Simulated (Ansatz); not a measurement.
The reference is Ir in the fcc (Cu type) structure (space group Fm-3m, No. 225; a = 3.8311 Å; relaxed with 0.1 eV smearing). Axes: x, y, z lie along the cube axes.

Level of theory: PBEsol in Ansatz (plane waves to 420 eV, PAW, spin-orbit coupling left out).

Before the change:

The volume per atom is 14.06 Å³.

It is then changed as follows: compressive biaxial strain of 0.74 % in the plane normal to [001], as in epitaxy on a mismatched substrate; the out-of-plane cell vector and the atoms relax.

Question: What happens to the in-plane stress and volume per atom?

Answer: The mean in-plane stress (compression positive) amounts to +5.3 GPa; the volume per atom drops by 0.124 Å³ to 13.93 Å³.

Whether these cells are dynamically stable was not tested. The final runs are not spin-polarised.

Ansatz is a quantum-chemistry and plane-wave program.
